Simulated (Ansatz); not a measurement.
Seebeck coefficient (μV/K, mean over directions) of p-type SnO2 (P4_2/mnm) against carrier density, PBEsol with spin-orbit coupling, rigid bands in Ansatz (an electronic-structure program). Computed gap 0.93 eV; densities at which minority carriers matter at this gap, or further valleys turn the trend, are left out. Conductivity mass 1.55 mₑ (harmonic mean over directions), N_v = 4.8e19 cm⁻³ at 300 K.

```
hole density       300 K       500 K
------------  ----------  ----------
1e17 cm⁻³            741         813
1e18 cm⁻³            543  (withheld)
3e18 cm⁻³     (withheld)         520
1e19 cm⁻³            346         417
3e19 cm⁻³            255         324
1e20 cm⁻³     (withheld)         227
3e20 cm⁻³             97         148
1e21 cm⁻³             51          85
```

Task: Complete the blanks.

Result: 
- 1e18 cm⁻³, 500 K: 615
- 3e18 cm⁻³, 300 K: 449
- 1e20 cm⁻³, 300 K: 164

Rigid bands with a gap fixed in temperature, one relaxation time for all states, no polarons or phonon drag, and whether or not such doping can be reached.
